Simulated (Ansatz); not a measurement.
The structure below was relaxed with PBEsol in Ansatz (plane waves to 420 eV, PAW, no spin-orbit coupling).

```yaml
crystal:
  lattice:
    - [0.00000, 4.34541, 4.34541]
    - [4.34541, 0.00000, 4.34541]
    - [4.34541, 4.34541, 0.00000]
  atoms:
    - { symbol: Sr, position: [0.25000, 0.25000, 0.25000] }
    - { symbol: Sr, position: [0.75000, 0.75000, 0.75000] }
    - { symbol: Na, position: [0.50000, 0.50000, 0.50000] }
    - { symbol: Sc, position: [0.00000, 0.00000, 0.00000] }
    - { symbol: F, position: [0.23667, 0.23667, 0.76333] }
    - { symbol: F, position: [0.76333, 0.76333, 0.23667] }
    - { symbol: F, position: [0.76333, 0.23667, 0.23667] }
    - { symbol: F, position: [0.23667, 0.76333, 0.76333] }
    - { symbol: F, position: [0.23667, 0.76333, 0.23667] }
    - { symbol: F, position: [0.76333, 0.23667, 0.76333] }
```

Find the space group and the Wyckoff positions.

Space group Fm-3m (No. 225); a = b = c = 8.691 Å, α = β = γ = 90.00°

```csv
atom,site,symmetry,x,y,z
Sr,8c,-43m,0.2500,0.2500,0.2500
Na,4b,m-3m,0.5000,0.5000,0.5000
Sc,4a,m-3m,0.0000,0.0000,0.0000
F,24e,4m.m,0.0000,0.0000,0.2367
```

Describe the coordination.

The crystal has 40 atoms in its conventional cell. Cell: a = b = c = 8.691 Å, α = β = γ = 90.00°. Sr has 12 F at 3.075 Å (cuboctahedral). Na has 6 F at 2.289 Å (octahedral). Sc is coordinated by 6 F at 2.057 Å (octahedral). F is surrounded by 1 Sc at 2.057 Å and 1 Na at 2.289 Å and 4 Sr at 3.075 Å (octahedral). (Neighbours: up to the widest gap in distance over summed covalent radii, below 1.35, at either atom; cation-cation and far metal-metal contacts left out.)

No phonon test of stability was made. The final runs are not spin-polarised. The cell was made from K2NaScF6 by this change: K → Sr; the result is a hypothetical phase, not in the database extracts checked. NaSr2ScF6 has a high density of states at the Fermi level and may be magnetic at this level.

Ansatz is a program for electronic structure.
